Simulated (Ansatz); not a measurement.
# AlPt (model structure, Fm-3m, No. 225, 2 atoms in the cell): properties by level of theory

| level (code) | lattice constant a (Å) | bulk modulus B0 (GPa) |
|---|---|---|
| LDA (Ansatz) | [?] | [?] |
| PBEsol (Ansatz) | 5.081 | 149 |
| r²SCAN (Ansatz) | [?] | [?] |

Task: Fill in the missing entries.

Result: 
- LDA (Ansatz, a first-principles code), lattice constant a (Å): 5.042
- LDA (Ansatz), bulk modulus B0 (GPa): 157
- r²SCAN (Ansatz), lattice constant a (Å): 5.095
- r²SCAN (Ansatz), bulk modulus B0 (GPa): 147

Caveats: the bulk modulus is −V dP/dV from two relaxed cells at ±2 % in volume (LDA, PBEsol, r²SCAN). Ansatz's density-functional and Hartree–Fock values are scalar-relativistic unless marked +SOC, with PAW data made under PBE.

The crystal itself was run without spin with LDA, PBEsol, r²SCAN; a magnetic state was not tried in these runs.

A model structure was made by putting elements into a prototype or built by hand; it is no filed structure, need not be a known phase, and can be a saddle point held by its symmetry.
